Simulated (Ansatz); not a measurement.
**Defect calculation: H interstitial in metastable alpha Ga2O3**

Method: PBE, PAW (plane waves to 420 eV; Ansatz, a first-principles code). A 2×2×1 supercell of 120 sites was used; the energies come from a 2×2×2 Γ-centred sampling of its zone. Site at the start: void with 3O nearest. Finite-size correction: monopole term and site-potential alignment. Dielectric constants: PBE linear response of the host. Host gap at this level: 2.40 eV. A cell of this size leaves errors of a few tenths of an eV. Levels are measured in PBE's own, too narrow, gap. Spin–orbit coupling is left out. Each state is the lowest found from its start.

Formation energies E_f are given with the Fermi level at the valence-band maximum. Chemical conditions: O-rich (Δμ(H) = -1.25 eV, bounded by H2O molecule; only phases computed here count, gases as isolated molecules at 0 K). Reference phases: H: H2 molecule in a box.

The name describes the start; the neighbours show where the added atom ended.

```
charge         moment (μB)  point group  largest move off a lattice site (Å)  neighbours of the added atom at the end (Å)  image correction with alignment (eV)  E_f, O-rich (eV)
------  ------------------  -----------  -----------------------------------  -------------------------------------------  ------------------------------------  ----------------
+1      not spin-polarised           C1                                 0.23                               O 1.00, O 1.77                                  0.12             -0.33
0*                quenched           C1                                 0.23                               O 1.00, O 1.77                                     –                 –
−1*     not spin-polarised           C1                                 0.23                               O 1.00, O 1.76                                     –                 –
```

* At this level the carrier isn't localised at the defect: at charge 0 electrons occupy the conduction band; at charge −1 electrons occupy the conduction band. Such a state is shallow or no state of the defect, and this cell gives it no level.

Point groups are those of the whole cell at tolerances of 0.03 and 0.1 Å ("near" where only the looser one holds); none is given for unsettled states.

Starting moments that weren't kept: charge 0 began with 1 μB and ended with 0.0.

Flagged in the runs: a host whose relaxation on this sampling wasn't shown to rest.
